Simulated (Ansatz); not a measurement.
# Relaxation of cell and atoms of Rb2LiInF6 (Fm-3m, 10 atoms in the cell) at several settings

```xyz
10
Lattice="0.0000 4.2846 4.2846 4.2846 0.0000 4.2846 4.2846 4.2846 0.0000" Properties=species:S:1:pos:R:3 pbc="T T T"
Rb     2.1423     2.1423     2.1423
Rb     6.4268     6.4268     6.4268
Li     4.2846     4.2846     4.2846
In     0.0000     0.0000     0.0000
F      4.2846     4.2846     2.1179
F      4.2846     4.2846     6.4512
F      2.1179     4.2846     4.2846
F      6.4512     4.2846     4.2846
F      4.2846     2.1179     4.2846
F      4.2846     6.4512     4.2846
```

Base: PBEsol, default PAW files made with PBE in Ansatz (a first-principles code). Its settings: basis.ecutwfc = 30.9 Ry; kpoints.mp_grid.grid = 4 4 4; hamiltonian.xc = pbesol; hamiltonian.pseudopotentials = {kind: paw} (the program's default PAW files); scf.occupations.method = gaussian; scf.occupations.width = 0.0007 Ry. Starting volume 15.73 Å³ per atom.

Each line gives the change from the base single point and the result:

- relax: default → cell and atoms: pressure -0.01 GPa; final cell a = b = c = 5.9306 Å, α = β = γ = 60.00°; final volume per atom 14.75 Å³; relaxation steps 7; free energy against the base single point -9.0 meV/atom.
- hamiltonian.dispersion: default → d3bj; relax: default → cell and atoms [DFT, PBEsol-D3BJ, plane waves, default PAW files made with PBE]: pressure -0.02 GPa; final cell a = b = c = 5.860 Å, α = β = γ = 60.00°; final volume per atom 14.23 Å³; relaxation steps 7.

The starting cell comes from a database of computed structures (which also holds hypothetical and non-ambient phases and stackings), without a prior relaxation at this level. Ansatz's pressure includes its estimate of the finite-basis (Pulay) stress.

Left out of this page: 1 run of the series outside the window shown, repeating another row's setting, or not comparable.

Keys are those of Ansatz 0.2.
